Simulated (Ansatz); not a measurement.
## How far PBE and PBEsol part for BeSe, pressure 7.5 GPa

Base system: BeSe in the zinc blende structure (space group F-43m, No. 216; a = 5.178 Å).

(Cell as relaxed with PBE.)

Levels (all Ansatz, a quantum-chemistry and plane-wave program, PAW): PBE (420 eV, without spin-orbit coupling); PBEsol (420 eV, spin-orbit coupling left out).

Each level relaxes its own structure.

```json
[
 {"base": "volume per atom", "PBE": "17.35 Å³", "PBEsol": "16.86 Å³"},
 {"base": "lattice parameter a", "PBE": "5.178 Å", "PBEsol": "5.129 Å"},
 {"base": "band gap", "PBE": "2.67 eV", "PBEsol": "2.47 eV"}
]
```

Modification: cell and atoms relaxed at a pressure of 7.5 GPa.

| quantity | PBE | PBEsol |
|---|---|---|
| electron mass | 0.85 mₑ along k, 0.26 mₑ across (at X) | 0.81 mₑ along k, 0.25 mₑ across (at X) |
| shift of the gap caused by the change | -0.19 eV | -0.19 eV |
| band gap | 2.48 eV | 2.28 eV |
| hole mass (degenerate bands, along [100]) | 0.25, 0.43, 0.43 mₑ (at Γ) | 0.24, 0.42, 0.42 mₑ (at Γ) |
| lattice parameter a | 5.034 Å | 4.993 Å |

PBE's band gap lies 0.209 eV above PBEsol's; PBE's lattice parameter a lies 0.041 Å above PBEsol's (0.8 %); the two agree on the shift of the gap caused by the change. Neither level is exact; PBEsol is the comparison here, not a measurement.

Load acts through the strain it causes; cell and atoms are relaxed under it. Masses are band curvatures over ±0.01 Å⁻¹ around the edge. Along k means along the line from Γ to the band edge. Whether these cells are dynamically stable was not tested. No other phases were tried under pressure.
